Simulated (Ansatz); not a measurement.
Base system: Ta in the bcc (W type) structure (space group Im-3m, No. 229; a = 3.254 Å; relaxed with 0.1 eV smearing). Axes: x, y, z lie along the cube axes.

Level of theory: LDA/PAW in Ansatz (a quantum-chemistry and plane-wave program), without spin-orbit coupling.

Modification: the cell is compressed by 1.50 % along z with no lateral relaxation; the atoms relax in the strained cell.

Predict the stress tensor and what it implies for the stiffness.

Stress of the strained cell less that of the base (GPa, compression positive):
```
    2.7     0.0     0.0
    0.0     2.7     0.0
    0.0     0.0     4.7
```

Then −Δσ_ii/ε with ε = -0.0150 gives secant stiffness values (nonlinear terms included at this strain): C33 ≈ 314 GPa, C13 ≈ 183 GPa and C23 ≈ 183 GPa.

No phonon test of stability was made. The final runs are not spin-polarised.
